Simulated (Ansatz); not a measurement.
Take Sr in the fcc (Cu type) structure (space group Fm-3m, No. 225) as the base.

```cif
data_Sr
_chemical_formula_sum 'Sr1'
_space_group_name_H-M_alt 'P 1'
_space_group_IT_number 1
_cell_length_a 4.18787
_cell_length_b 4.18787
_cell_length_c 4.18787
_cell_angle_alpha 60.000
_cell_angle_beta 60.000
_cell_angle_gamma 60.000
loop_
_space_group_symop_operation_xyz
  'x, y, z'
loop_
_atom_site_label
_atom_site_type_symbol
_atom_site_fract_x
_atom_site_fract_y
_atom_site_fract_z
_atom_site_occupancy
Sr1 Sr 0.00000 0.00000 0.00000 1
```

The other end (x = 1) is Ca in the fcc (Cu type) structure (space group Fm-3m, No. 225): 40.58 Å³/atom, gap zero.

Level of theory: PBEsol (Ansatz, an electronic-structure program, PAW, without spin-orbit coupling), earlier PAW set.

Ca replaces a fraction x of Sr; each row is one arrangement (x, atoms in the cell, starting space group or random), fully relaxed.

One change was made to it. Results:

The shortest interatomic distance drops by 0.658 bohr to 7.256 bohr; the mixing energy is +0.01 eV/atom (to 0.01 eV only: unlike meshes or grids); the deviation of the volume from the linear (Vegard-type) interpolation amounts to -0.4 %.

### Question
Name the change that was made.
(A) x(Ca) = 0.25, 4 atoms, C2/m
(B) x(Ca) = 0.667, 3 atoms, I4/mmm
(C) x(Ca) = 0.5, 4 atoms, Pmmn
(D) x(Ca) = 0.25, 4 atoms, R-3m
(E) x(Ca) = 0.5, 4 atoms, P4/nmm

### Answer
B, x(Ca) = 0.667, 3 atoms, I4/mmm. For comparison, the shortest interatomic distance in the other runs: x(Ca) = 0.25, 4 atoms, R-3m gives 7.589 bohr; x(Ca) = 0.25, 4 atoms, C2/m gives 7.661 bohr; x(Ca) = 0.5, 4 atoms, Pmmn gives 7.424 bohr; x(Ca) = 0.5, 4 atoms, P4/nmm gives 7.196 bohr.

Each cell is one ordered arrangement of few atoms, which overstates ordering effects compared with a random alloy. Whether these cells are dynamically stable was not tested.
